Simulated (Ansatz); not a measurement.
We consider MgS (model structure, within 0.1 Å of P4/mmm, No. 123, 4 atoms in the cell), described by LDA (Ansatz, an electronic-structure program, plane waves, PAW).

Numerical settings: plane-wave cutoff 520 eV, 14×14×12 k mesh (along the axes of the cell as run), Fermi–Dirac smearing 0.05 eV, scalar-relativistic PAW data made under PBE.

Cell (relaxed at this level):

```yaml
crystal:
  lattice:
    - [4.87481, 0.00000, 0.00000]
    - [0.00000, 4.87481, 0.00000]
    - [0.00000, 0.00000, 4.56924]
  atoms:
    - { symbol: Mg, position: [0.50000, 0.00000, 0.00009] }
    - { symbol: Mg, position: [0.00000, 0.50000, 0.99991] }
    - { symbol: S, position: [0.00000, 0.00000, 0.00000] }
    - { symbol: S, position: [0.50000, 0.50000, 0.00000] }
```

Task: Predict the band gap.

Result: 
band gap: 1.80 eV (direct)

Static lattice: no zero-point or thermal effects.

A model structure was made by putting elements into a prototype or built by hand; it is no filed structure, need not be a known phase, and can be a saddle point held by its symmetry.
